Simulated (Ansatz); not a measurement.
Take PbTe in the zinc blende structure (space group F-43m, No. 216; a hypothetical phase, not in the database extracts checked) as the base.

```
CELL_PARAMETERS angstrom
      0.00000     3.66781     3.66781
      3.66781     0.00000     3.66781
      3.66781     3.66781     0.00000
ATOMIC_POSITIONS crystal
  Te 0.75000 0.75000 0.75000
  Pb 0.00000 0.00000 0.00000
```

Method: PBE/PAW in Ansatz (an electronic-structure program), no spin-orbit coupling, earlier PAW set.

One change was made to it. Results:

The band gap changes from 0.64 eV to zero; the shortest interatomic distance decreases by 0.321 Å to 2.855 Å.

Problem. Name the change that was made.
A. pressure 15 GPa
B. pressure 100 GPa
C. pressure 50 GPa
D. pressure 30 GPa

Solution. A, pressure 15 GPa. For comparison, the shortest interatomic distance in the other runs: pressure 50 GPa gives 2.597 Å; pressure 100 GPa gives 2.434 Å; pressure 30 GPa gives 2.715 Å.

A case with no gap was solved on a k-mesh chosen for an insulator, which is coarse for it. Spin-orbit coupling, missing from the scalar runs, can matter with Pb and Te. Load acts through the strain it causes; cell and atoms are relaxed under it. No phonon test of stability was made. Competing high-pressure phases were not computed. All final runs are without spin polarisation. The zero or small gap of PbTe under pressure 15 GPa can change with the level of theory.
